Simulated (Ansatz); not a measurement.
**What isotropic strain −3.00 % does to PbTe**

Base system: PbTe in the rock salt structure (space group Fm-3m, No. 225; a = 6.5695 Å).

It is then changed as follows: every lattice vector is shortened by 3.00 %; the atoms relax in the strained cell.

Method: DFT with PBE, PAW potentials and a 420 eV plane-wave cutoff in Ansatz (a program for electronic structure), no spin-orbit coupling. Settings: 9×9×9 k-points, 0.05 eV Fermi–Dirac smearing.

The volume per atom decreases by 3.09 Å³ (35.44 Å³ → 32.35 Å³) and the space group stays Fm-3m (No. 225). The shortest interatomic distance decreases by 0.099 Å (3.285 Å → 3.186 Å) and the energy rises by 38 meV/atom. The pressure rises by 43.24 kbar, from -0.1 kbar to 43.2 kbar and the band gap shrinks by 0.194 eV (0.83 eV → 0.63 eV). The gap character is still direct at L and the mean gap deformation potential ΔEg/Δln V amounts to +2.1 eV. The width of the top valence band grows by 0.55 eV, from 2.52 eV to 3.07 eV and the electron mass changes from 0.31 mₑ along k, 0.11 mₑ across (at L) to 0.25 mₑ along k, 0.10 mₑ across (at L). The hole mass goes from 0.49 mₑ along k, 0.092 mₑ across (at L) to 0.36 mₑ along k, 0.065 mₑ across (at L) and the valley order (the lowest conduction-band minima on the path, energy above the VBM, named in the base's zone) becomes L along ⟨111⟩ 0.63 eV; a point along ⟨110⟩, about 0.5 Å⁻¹ from Γ 1.24 eV; a point along ⟨100⟩, about 0.4 Å⁻¹ from Γ 1.76 eV (base: L along ⟨111⟩ 0.83 eV; a point along ⟨110⟩, about 0.5 Å⁻¹ from Γ 1.36 eV; a point along ⟨100⟩, about 0.3 Å⁻¹ from Γ 1.81 eV).

Final structure:

```xyz
2
Lattice="0.0000 3.1862 3.1862 3.1862 0.0000 3.1862 3.1862 3.1862 0.0000" Properties=species:S:1:pos:R:3 pbc="T T T"
Te     3.1862     3.1862     3.1862
Pb     0.0000     0.0000     0.0000
```

With Pb and Te present, leaving out spin-orbit coupling can change the band edges. Masses are band curvatures over ±0.01 Å⁻¹ around the edge. Along k means along the line from Γ to the band edge. No phonon test of stability was made.
